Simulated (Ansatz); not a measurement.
Given:

End structure of a constructed model of the (111) surface of fcc Ir, p(2x2) surface alloy, Sn on one Ir site of the top plane (bottom of the slab: a bare face, its two planes held):

```yaml
crystal:
  lattice:
    - [5.47440, 0.00000, 0.00000]
    - [-2.73720, 4.74097, 0.00000]
    - [0.00000, 0.00000, 27.50000]
  atoms:
    - { symbol: Ir, position: [0.16667, 0.83333, 0.29688] }
    - { symbol: Ir, position: [0.16667, 0.33333, 0.29688] }
    - { symbol: Ir, position: [0.66667, 0.83333, 0.29688] }
    - { symbol: Ir, position: [0.66667, 0.33333, 0.29688] }
    - { symbol: Ir, position: [0.33333, 0.66667, 0.37815] }
    - { symbol: Ir, position: [0.33333, 0.16667, 0.37815] }
    - { symbol: Ir, position: [0.83333, 0.66667, 0.37815] }
    - { symbol: Ir, position: [0.83333, 0.16667, 0.37815] }
    - { symbol: Ir, position: [0.50040, 0.49960, 0.45872] }
    - { symbol: Ir, position: [0.50040, 0.00079, 0.45872] }
    - { symbol: Ir, position: [0.99921, 0.49960, 0.45872] }
    - { symbol: Ir, position: [0.00000, 0.00000, 0.45859] }
    - { symbol: Ir, position: [0.66667, 0.33333, 0.53973] }
    - { symbol: Ir, position: [0.66672, 0.83336, 0.54034] }
    - { symbol: Ir, position: [0.16664, 0.33328, 0.54034] }
    - { symbol: Ir, position: [0.16664, 0.83336, 0.54034] }
    - { symbol: Ir, position: [0.83427, 0.16573, 0.62117] }
    - { symbol: Ir, position: [0.83427, 0.66855, 0.62117] }
    - { symbol: Ir, position: [0.33145, 0.16573, 0.62117] }
    - { symbol: Ir, position: [0.33333, 0.66667, 0.62223] }
    - { symbol: Sn, position: [0.00000, 0.00000, 0.72285] }
    - { symbol: Ir, position: [0.00130, 0.50065, 0.70029] }
    - { symbol: Ir, position: [0.49935, 0.99870, 0.70029] }
    - { symbol: Ir, position: [0.49935, 0.50065, 0.70029] }
```

Set-up: 24 atoms, 11.2 Å thick at the start; mesh 8x8x1; 0.1 eV smearing; dipole correction on; 8 atoms held, the rest relaxed; start symmetry kept, larger cells not searched; no spin, no spin-orbit, no U. It is one candidate, not shown to be the stable structure of the face.

### Question
Estimate the work function of the top face that PBE in Ansatz (a first-principles code) returns for this input.

### Answer
4.68 eV
